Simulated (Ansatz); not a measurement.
Data:

```
CELL_PARAMETERS angstrom
      4.73158     0.00000     0.00000
      0.00000     4.73158     0.00000
      2.36579    -2.36579     3.20328
ATOMIC_POSITIONS crystal
  Te 0.75000 0.75000 0.50000
  Hg 0.00000 0.00000 0.00000
```

No spin polarisation.

All numbers come from r2SCAN in Ansatz (plane waves to 500 eV, PAW, no spin-orbit coupling). k-mesh 9×9×9 (Γ-centred); smearing 0.05 eV (Fermi–Dirac).

### Question
Predict the space group and pressure.

### Answer
* **Space group**: I-4m2 (No. 119)
* **Pressure (mean of the normal stresses, compression positive)**: -0.4 GPa

The cells carry an imposed strain or load. Stability against distortions was not tested. The cell was made from HgTe in the zinc blende structure (space group F-43m, No. 216) by this change: biaxial strain +1.80 %, plane normal [001], relaxed out of plane.

Ansatz is a quantum-chemistry and plane-wave program.
